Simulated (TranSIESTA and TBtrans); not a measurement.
System: 2-cyano-1,4-phenylene held by thiolate S between the apex atoms of two Al(100) rods. Leads: fcc Al rod along [100], layers of 5 and 4 atoms, a = 4.04 Å. Geometry: as built, not relaxed. Transport runs along z; the first 18 and the last 18 of the 82 atoms are the lead cells, repeated to infinity.

```xyz
82
Lattice="14.897 0.000 0.000 0.000 14.897 0.000 0.000 0.000 40.336" Properties=species:S:1:pos:R:3 pbc="F F T"
Al     7.448     7.448     0.000
Al    10.305     7.448     0.000
Al     7.448    10.305     0.000
Al     4.592     7.448     0.000
Al     7.448     4.592     0.000
Al     8.877     8.877     2.020
Al     6.020     8.877     2.020
Al     8.877     6.020     2.020
Al     6.020     6.020     2.020
Al     7.448     7.448     4.040
Al    10.305     7.448     4.040
Al     7.448    10.305     4.040
Al     4.592     7.448     4.040
Al     7.448     4.592     4.040
Al     8.877     8.877     6.060
Al     6.020     8.877     6.060
Al     8.877     6.020     6.060
Al     6.020     6.020     6.060
Al     7.448     7.448     8.080
Al    10.305     7.448     8.080
Al     7.448    10.305     8.080
Al     4.592     7.448     8.080
Al     7.448     4.592     8.080
Al     8.877     8.877    10.100
Al     6.020     8.877    10.100
Al     8.877     6.020    10.100
Al     6.020     6.020    10.100
Al     7.448     7.448    12.120
Al    10.305     7.448    12.120
Al     7.448    10.305    12.120
Al     4.592     7.448    12.120
Al     7.448     4.592    12.120
Al     8.877     8.877    14.140
Al     6.020     8.877    14.140
Al     8.877     6.020    14.140
Al     6.020     6.020    14.140
Al     7.448     7.448    16.160
S      5.616     7.405    17.550
C      6.642     7.442    19.016
C      7.010     8.668    19.583
C      7.813     8.703    20.731
C      8.177     9.979    21.295
N      8.468    11.004    21.748
C      8.250     7.497    21.315
S      9.281     7.485    22.786
C      7.878     6.274    20.741
C      7.077     6.247    19.596
H      6.670     9.591    19.128
H      8.208     5.342    21.182
H      6.795     5.296    19.162
Al     7.448     7.448    24.176
Al     8.877     8.877    26.196
Al     6.020     8.877    26.196
Al     8.877     6.020    26.196
Al     6.020     6.020    26.196
Al     7.448     7.448    28.216
Al    10.305     7.448    28.216
Al     7.448    10.305    28.216
Al     4.592     7.448    28.216
Al     7.448     4.592    28.216
Al     8.877     8.877    30.236
Al     6.020     8.877    30.236
Al     8.877     6.020    30.236
Al     6.020     6.020    30.236
Al     7.448     7.448    32.256
Al    10.305     7.448    32.256
Al     7.448    10.305    32.256
Al     4.592     7.448    32.256
Al     7.448     4.592    32.256
Al     8.877     8.877    34.276
Al     6.020     8.877    34.276
Al     8.877     6.020    34.276
Al     6.020     6.020    34.276
Al     7.448     7.448    36.296
Al    10.305     7.448    36.296
Al     7.448    10.305    36.296
Al     4.592     7.448    36.296
Al     7.448     4.592    36.296
Al     8.877     8.877    38.316
Al     6.020     8.877    38.316
Al     8.877     6.020    38.316
Al     6.020     6.020    38.316
```

Run with TranSIESTA and TBtrans (open boundaries, self-consistent; PseudoDojo norm-conserving potentials, scalar-relativistic): PAO.BasisSize SZP, PAO.EnergyShift 0.15 eV, XC.Authors PBE, Mesh.Cutoff 150 Ry, ElectronicTemperature 300 K, TBT.Elecs.Eta 0.001 eV, no spin polarisation.

Question: Give the current of both spins against bias, self-consistently and from the zero-bias transmission integrated over the bias window.

Answer: 
| V (V) | I self-consistent (μA) | I from the zero-bias T(E) (μA) |
|---|---|---|
| 0.3 | 0.191 | 0.258 |
| 0.6 | 0.543 | 0.721 |
| 0.9 | 0.897 | 1.50 |
| 1.2 | 1.32 | 2.97 |

Positive bias raises the left lead's chemical potential. The energy step is 0.02 eV; narrower resonances are cut or missed.

The leads' channel count changes near 0.03 eV, within the thermal window, so values at the Fermi level hang on where that band edge falls. Semilocal functionals put molecular levels too close to the Fermi level and tend to overestimate such conductances.
